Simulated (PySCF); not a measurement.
PySCF 2.14.0, PBE0/def2-svp, df: Sn(F)3(nPr) (CC[CH2][Sn]([F])([F])[F]), 14 atoms. The geometry is a generated start, not checked to be a minimum at this level.

```yaml
task: energy
method: pbe0
basis: def2-svp
two_electron_scheme: density fitting
mol.max_memory: 3000 MB
mf.max_cycle: 100
mf.conv_tol: 1e-09 (default)
mf.grids.level: 3 (default)
effective_core_potentials: those of the basis set, past Kr
basis_functions: 145
grid_points: 175760
```

```xyz
14

C      2.1908    -0.2047     0.2269
C      0.7062    -0.5732     0.1313
C     -0.0674     0.6743    -0.1696
Sn    -2.3068     0.2424    -0.1967
F     -3.6064     1.7764     0.0550
F     -2.8993    -0.6580    -1.9063
F     -2.7580    -1.0919     1.2559
H      2.3639     0.4936     1.0439
H      2.7746    -1.1048     0.4109
H      2.5361     0.2497    -0.6986
H      0.3861    -1.0117     1.0780
H      0.5674    -1.3131    -0.6587
H      0.0130     1.4450     0.5943
H      0.0998     1.0758    -1.1662
```

With the defaults (mf.DIIS = CDIIS, mf.diis = true, mf.init_guess = minao, mf.damp = 0, mf.diis_start_cycle = 1, newton = off, mf.diis_space = 8) it converges in 17 Fock builds. One run each on 2 threads, 1 BLAS thread, with these changes:
- newton = Hessian by the SCF's own integrals
- mf.init_guess = mod_huckel
- mf.diis = false
- mf.init_guess = atom
- mf.diis = false, mf.damp = 0.7, mf.diis_start_cycle = 999
- mf.DIIS = EDIIS
- mf.diis_space = 20
- mf.init_guess = 1e
- mf.DIIS = ADIIS

Question: Which runs fail or end elsewhere than the default run?

Answer: No convergence: mf.DIIS = EDIIS; mf.diis = false (the run ends without SCF convergence in 100 cycles). The rest reach the solution of the defaults.

```csv
setting,Fock builds,end
mf.init_guess = atom,13,same solution
the defaults,17,same solution
mf.diis_space = 20,17,same solution
mf.init_guess = 1e,20,same solution
mf.init_guess = mod_huckel,21,same solution
mf.DIIS = ADIIS,30,same solution
"mf.diis = false, mf.damp = 0.7, mf.diis_start_cycle = 999",31,same solution
newton = Hessian by the SCF's own integrals,118,same solution
mf.DIIS = EDIIS,101,no convergence
mf.diis = false,101,no convergence
```

Under newton the count holds the products with the orbital Hessian.
